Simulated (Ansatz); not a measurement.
Pressure series in hypothetical rock salt BN

Consider BN in the rock salt structure (space group Fm-3m, No. 225; a = 3.483 Å; a hypothetical phase, not in the database extracts checked).

Cell and atoms are relaxed at each pressure.

Level of theory: Ansatz (a quantum-chemistry and plane-wave program), PBEsol, PAW, cutoff 420 eV, spin-orbit coupling left out.

Notes on the quantities. band gap: an upper bound: an edge found on the path is not a true extremum; the base alone; enthalpy: H = E + PV relative to the base's energy.

| case | band gap | enthalpy | volume per atom |
|---|---|---|---|
| base | 1.29 eV | – | 5.28 Å³ |
| pressure −2 GPa | 1.25 eV | -0.07 eV/atom | 5.31 Å³ |
| pressure −1 GPa | 1.27 eV | -0.03 eV/atom | 5.29 Å³ |
| pressure 0.3 GPa | 1.30 eV | +0.01 eV/atom | 5.28 Å³ |
| pressure 0.7 GPa | 1.30 eV | +0.02 eV/atom | 5.27 Å³ |
| pressure 1.5 GPa | 1.32 eV | +0.05 eV/atom | 5.26 Å³ |
| pressure 3 GPa | 1.35 eV | +0.10 eV/atom | 5.24 Å³ |
| pressure 5 GPa | 1.38 eV | +0.16 eV/atom | 5.22 Å³ |
| pressure 7.5 GPa | 1.43 eV | +0.24 eV/atom | 5.19 Å³ |
| pressure 10 GPa | 1.47 eV | +0.33 eV/atom | 5.16 Å³ |

Load acts through the strain it causes; cell and atoms are relaxed under it. Whether these cells are dynamically stable was not tested. No other phases were tried under pressure.
